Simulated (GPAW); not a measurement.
GPAW run on YCu2Ge2 (I4/mmm, 5 atoms in the cell): self-consistent single point.

Method: LDA (Perdew-Wang 92), GPAW PAW datasets LDA (gpaw-data 1.0.1) (plane waves; GPAW).

```xyz
5
Lattice="-1.9994 1.9994 5.0966 1.9994 -1.9994 5.0966 1.9994 1.9994 -5.0966" Properties=species:S:1:pos:R:3 pbc="T T T"
Y      0.0000     0.0000     0.0000
Cu     0.0000     1.9994     2.5483
Cu     1.9994     0.0000     2.5483
Ge     0.0000     0.0000     6.3131
Ge     0.0000     0.0000     3.8802
```

Reference input (self-consistent single point, DFT PBEsol, plane waves, GPAW PAW datasets PBEsol (made by gpaw-setup)): mode = pw; ecut = 800 eV; xc = PBEsol; kpts = 7 7 7; mesh shift (steps) = 0 0 0; occupations.name = fermi-dirac; occupations.width = 0.1 eV; nbands = -13; symmetry.symmorphic = false; symmetry.tolerance = 0.0005; maxiter = 150. This run's input differs from it in these lines:

```diff
@@ -16,3 +16,3 @@
 calc = GPAW(mode=PW(800),
-            xc='PBEsol',
+            xc='LDA',
             kpts=(7, 7, 7),
```

Its files differ too (potentials: GPAW PAW datasets LDA (gpaw-data 1.0.1)).

Output, abridged:

```
     iter     time        total  log10-change:
                         energy   eigst   dens
iter:   1 --:--:--   -32.113021
iter:   2 --:--:--   -29.693528   -1.47  -1.14
iter:   3 --:--:--   -28.266936   -0.96  -1.25
iter:   4 --:--:--   -28.171986   -1.21  -1.40
iter:   5 --:--:--   -28.309945   -1.56  -1.57
iter:   6 --:--:--   -28.139854   -1.13  -1.65
iter:   7 --:--:--   -28.063275   -2.51  -1.81
iter:   8 --:--:--   -27.933149   -1.83  -2.05
iter:   9 --:--:--   -27.938022   -3.06  -2.86
iter:  10 --:--:--   -27.932659c  -3.62  -2.61
iter:  11 --:--:--   -27.932231c  -4.33  -2.98
iter:  12 --:--:--   -27.932250c  -6.07  -3.10
iter:  13 --:--:--   -27.932156c  -5.18  -3.11
iter:  14 --:--:--   -27.932173c  -5.18  -3.17
iter:  15 --:--:--   -27.932145c  -5.57  -3.26
iter:  16 --:--:--   -27.932057c  -5.91  -3.56
iter:  17 --:--:--   -27.932042c  -6.06  -3.82
iter:  18 --:--:--   -27.932046c  -5.95  -3.94
iter:  19 --:--:--   -27.932046c  -7.69c -4.47c
Converged after 19 iterations.

Dipole moment: (-0.000000, 0.000000, 0.000000) |e|*Ang

Energy contributions relative to reference atoms: (reference = -295925.715947)

Kinetic:         +6.802783
Potential:       -7.153688
External:        +0.000000
XC:             -27.507956
Entropy (-ST):   -0.034509
Local:           -0.055929
SIC:             +0.000000
--------------------------
Free energy:    -27.949300
Extrapolated:   -27.932046

Showing only first 2 kpts
 Kpt  Band  Eigenvalues  Occupancy
  0    18      6.99528    2.00000
  0    19      8.06353    1.99800
  0    20      9.58908    0.00047
  0    21      9.58908    0.00047

  1    18      6.97090    2.00000
  1    19      7.45469    2.00000
  1    20      8.05803    1.99811
  1    21     10.68445    0.00000

Fermi level: 8.75412

No gap
   [... lines left out ...]
Energy (eV): -27.932046

Forces in eV/Ang:
  0 Y    -0.00000   -0.00000   -0.00000
  1 Cu    0.00000    0.00000    0.00000
  2 Cu   -0.00000    0.00000    0.00000
  3 Ge   -0.00000   -0.00000    0.19264
  4 Ge   -0.00000   -0.00000   -0.19264

Stress tensor:
     0.021909     0.000000     0.000000
     0.000000     0.021909    -0.000000
     0.000000    -0.000000     0.020841
Stress (GPa, Voigt): [ 3.5103  3.5103  3.3391 -0.      0.      0.    ]
```

The run converged in 19 iterations. GPAW prints stress with tension positive. Against the reference run the pressure goes from 0.46 to -3.45 GPa and the largest force goes from 0.055 to 0.193 eV/Å.

The starting cell comes from a database of computed structures (which also holds hypothetical and non-ambient phases and stackings), without a prior relaxation at this level. Its lattice was rescaled by a random factor within 2.5 % of one. Spin polarisation is off. With a pressure of about -3 GPa the cell is away from its equilibrium volume at this level.

Cost on one core of a shared machine: roughly 3 min.
